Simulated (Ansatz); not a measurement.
**Ansatz (a first-principles code) run on Rb₂Te (Fm-3m, 3 atoms in the cell): self-consistent single point**

Method of the run: LDA (PW92), default PAW files made with PBE (plane waves; Ansatz).

This input was run:

Ansatz 0.2 input:
```yaml
crystal:
  lattice:
    - [0.000000, 4.268262, 4.268262]
    - [4.268262, 0.000000, 4.268262]
    - [4.268262, 4.268262, 0.000000]
  atoms:
    - { symbol: Rb, position: [0.250000, 0.250000, 0.250000] }
    - { symbol: Rb, position: [0.750000, 0.750000, 0.750000] }
    - { symbol: Te, position: [0.000000, 0.000000, 0.000000] }
basis:
  ecutwfc: 420.0
kpoints:
  mp_grid: { grid: [5, 5, 5] }
hamiltonian:
  xc: lda
  pseudopotentials: { kind: paw }
scf:
  occupations: { method: fermi_dirac, width: 0.05 }
output:
  forces: true
  eigenvalues: true
  stress: true
```

Output, abridged:

```
WARN ansatz: RAYON_NUM_THREADS=1 ignored (pool sized by the plan → 1); use --threads N
Pseudopotentials: kind: paw
Pseudopotential: Rb, paw, valence charge 9
Pseudopotential: Te, paw, valence charge 16
Crystal: 3 atoms, lattice volume = 155.519 Å³
Basis set: ecut = 420 eV, 3071 PW (Γ)
Bands: 21, of which v1, the nominal top of the filled ones, is band 17 counted from 1 (16 counted from 0)
Symmetry: 48 space group operations
Space group: Fm-3m (ITA 225), of the structure as read, at distance tolerance 5.4e-5 Å
k-points: 10 of 125
PAW frozen core: Rb, regenerated for the run's functional, and the local potential with it
PAW frozen core: Te, regenerated for the run's functional, and the local potential with it
Initial density: superposition of atomic densities (neutral atoms: chi_scale 0, normalization atom), corrected by the library's trained network
Initial wavefunctions: pseudopotential atomic-orbital guess
Eigensolver: davidson
Functional: x = slater, c = lda
SCF iter   1: F=—  HF=-13171.711489 eV  |F-HF|=—  |Δ(HF+E_count)|=         —  Δρ=3.68e-3  dr2=1.19e-2  ethr=1.77e-3  ⟨swp⟩=8.6  Hψ=1094  notcnv=0
all-band conjugate gradients solve this SCF's bands
preconditioner: auto → Resta (q_TF=auto, 2.118 Å⁻¹)
SCF iter   2: F=—  HF=-13171.709495 eV  |F-HF|=—  |Δ(HF+E_count)|=   1.99e-3  Δρ=1.90e-3  dr2=3.18e-3  ethr=3.50e-5  ⟨swp⟩=2.7  Hψ=438  notcnv=0
SCF iter   3: F=—  HF=-13171.709186 eV  |F-HF|=—  |Δ(HF+E_count)|=   3.09e-4  Δρ=2.69e-4  dr2=2.11e-4  ethr=9.35e-6  ⟨swp⟩=1.0  Hψ=210  notcnv=0
SCF iter   4: F=—  HF=-13171.709180 eV  |F-HF|=—  |Δ(HF+E_count)|=   6.20e-6  Δρ=6.69e-5  dr2=1.04e-5  ethr=6.22e-7  ⟨swp⟩=2.3  Hψ=280  notcnv=0
SCF iter   5: F=—  HF=-13171.709243 eV  |F-HF|=—  |Δ(HF+E_count)|=   6.33e-5  Δρ=1.45e-5  dr2=8.95e-7  ethr=3.07e-8  ⟨swp⟩=2.9  Hψ=342  notcnv=0
SCF iter   6: F=-13171.709244 eV  HF=-13171.709244 eV  |F-HF|=3.12e-8  |Δ(HF+E_count)|=   9.25e-7  Δρ=4.43e-6  dr2=3.57e-8  ethr=2.94e-10  ⟨swp⟩=7.9  Hψ=1151  notcnv=0
SCF 1 converged in 6 iterations: F = -13171.709244 eV  dr2 = 3.57e-8
SCF converged after 6 iterations
Free energy (F): -13171.709244 eV
Harris-Foulkes:  -13171.709244 eV  (|F-HF|=3.12e-8)
Internal energy: -13171.709244 eV  (E = F + TS)
E sigma→0 (E₀):  -13171.709244 eV
Entropy (-TS):   -0.000000 eV (-0.000 meV/atom)
Fermi energy:    3.481042 eV
--- Per-component energies (eV) ---
  E_band       = -505.456615
  E_kinetic    = 567.345335
  E_local      = -3110.198679  (includes V_loc(G=0)·N_el)
  E_nonlocal   = 50.582636
  E_hartree    = 1413.901804
  E_xc         = -381.766804
  E_vxc        = -377.406507  (∫ρ·V_xc dr)
  E_paw        = -9557.936015  (= ΣΔE_a)
  E_vpaw       = -463.587285  (= ΣTr[D̂ρ^β])
  E_aug_tail   = -0.000200  (compensation charges beyond the density's cutoff)
  E_ewald      = -2154.858500
  E_core_change = 1.221180  (= ΣΔE_core)
  E_smearing   = -0.000000  (= −TS)
  E_closure    = 0.000000  (closes the sum)
  Σ components = -13171.709244   (vs F -13171.709244, Δ=0.00e0)
--- Forces (eV/Å), atoms counted from 1 ---
  atom   1  Rb    -0.00000000     0.00000000     0.00000000
   [... zero for the other atoms too ...]
  max |Σ_I F_I| component: 9.25e-18 eV/Å
--- Stress (GPa, compression-positive) ---
       -1.174637       0.000000      -0.000000
        0.000000      -1.174637      -0.000000
       -0.000000       0.000000      -1.174637
  P = ⅓ Tr σ = -1.1746 GPa (-11.746 kbar)
  The stress holds the Pulay correction. Without it, at fixed plane waves, as pw.x and ABINIT print it: P = -1.1824 GPa
--- Band table (eV; the first three rows and the last of 10) ---
  k-point 0: bands = ["-31.6775", "-31.6775", "-31.6775", "-31.6742", "-31.6742", "-23.8200", "-23.7813", "-8.0117", "-8.0117", "-8.0117", "-7.8242", "-7.8242", "-7.8242", "-6.1011", "2.3392", "2.3392", "2.3392", "4.2131", "6.8014", "6.8014", "8.7767"]
  k-point 1: bands = ["-31.6775", "-31.6775", "-31.6775", "-31.6742", "-31.6742", "-23.8162", "-23.7849", "-8.0084", "-7.9961", "-7.9961", "-7.8828", "-7.8442", "-7.8442", "-6.0242", "2.1086", "2.3835", "2.3835", "4.9082", "6.8633", "6.8633", "7.9907"]
  k-point 2: bands = ["-31.6775", "-31.6775", "-31.6775", "-31.6742", "-31.6742", "-23.8063", "-23.7943", "-8.0335", "-7.9533", "-7.9533", "-7.9358", "-7.8944", "-7.8944", "-5.9130", "1.9402", "2.4567", "2.4567", "5.8827", "6.8174", "7.0599", "7.0599"]
  k-point 9: bands = ["-31.6775", "-31.6775", "-31.6775", "-31.6742", "-31.6742", "-23.8034", "-23.7969", "-8.1729", "-8.0670", "-7.9680", "-7.8945", "-7.8027", "-7.7878", "-5.8630", "2.0016", "2.2708", "2.5243", "5.6536", "6.8832", "6.9891", "7.6131"]
```

The run converged in 6 iterations.

The starting cell comes from a database of computed structures (which also holds hypothetical and non-ambient phases and stackings), without a prior relaxation at this level. Its lattice was rescaled by up to half a per cent. Spin-orbit coupling is off. Ansatz's pressure includes its estimate of the finite-basis (Pulay) stress.
